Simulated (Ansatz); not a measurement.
Nb under a change: tensor shear ε_yz = +0.93 %

Start from Nb in the bcc (W type) structure (space group Im-3m, No. 229; a = 3.2730 Å; relaxed with 0.1 eV smearing). Axes: x, y, z lie along the cube axes.

Perturbation: a pure shear with ε_yz = ε_zy = 0.0093; the atoms relax in the strained cell.

All numbers come from PBEsol in Ansatz (plane waves to 420 eV, PAW, no spin-orbit coupling), earlier PAW set. k-mesh 26×26×26 (Γ-centred); smearing 0.1 eV (Fermi–Dirac).

| quantity | base | changed | shift |
|---|---|---|---|
| volume per atom | 17.53 Å³ | 17.53 Å³ | 0.00 Å³ |
| space group | Im-3m (No. 229) | Fmmm (No. 69) | – |
| shortest interatomic distance | 283.5 pm | 281.7 pm | -1.8 pm |
| energy relative to the base (free energy F) | 0 meV/atom | +0.3 meV/atom | +0.3 meV/atom |
| pressure (mean of the normal stresses, compression positive) | 0.0 GPa | 0.0 GPa | 0.0 GPa |
| band gap | zero | zero | – |
| stress (xx, yy, zz, yz, xz, xy; compression positive) | – | (0.1, 0.0, 0.0, -0.3, 0.0, 0.0) GPa | – |

No phonon test of stability was made. The base started in P-1 and relaxed to Im-3m at this level. All final runs are without spin polarisation.

Ansatz is a first-principles code.
